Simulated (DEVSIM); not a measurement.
Device: W/Al2O3/n-Ge capacitor, at 500 K.

Layer 1 from the left is Al2O3, thickness (nm) 12.0. Layer 2 from the left is Ge, thickness (nm) 420, Nd (cm⁻³) 2e18.

Metal gate on the left, work function 4.6 eV. Fixed charge at the semiconductor interface 0 cm⁻² (in units of +e); no interface traps.

This is a model device: material constants are rounded textbook-type values typed into the input, and sizes, dopings and lifetimes were drawn at random. Values at 300 K; Nc and Nv go as T^1.5, mobilities as T to minus their exponent, the gap by Varshni's rule with the affinity fixed.

Al2O3: gap (eV) 6.8, affinity (eV) 1.35, permittivity 9. Ge: gap (eV) 0.664, affinity (eV) 4, permittivity 16, Nc (cm⁻³) 1.04e19, Nv (cm⁻³) 6e18, Varshni α (eV/K) 0.000477, Varshni β (K) 235.

Simulated with DEVSIM: 1D Poisson equation in equilibrium, Boltzmann statistics, complete ionisation; no quantum confinement or tunnelling. Metal contacts follow the ideal Schottky-Mott rule: no Fermi-level pinning, no interface dipoles.

**Question.** What does the simulation give for the minimum of the low-frequency capacitance, the flat-band voltage, the threshold voltage (band bending 2φF)?

**Answer.** minimum of the low-frequency capacitance 0.404 μF/cm²; flat-band voltage 0.50 V; threshold voltage (band bending 2φF) -0.81 V.
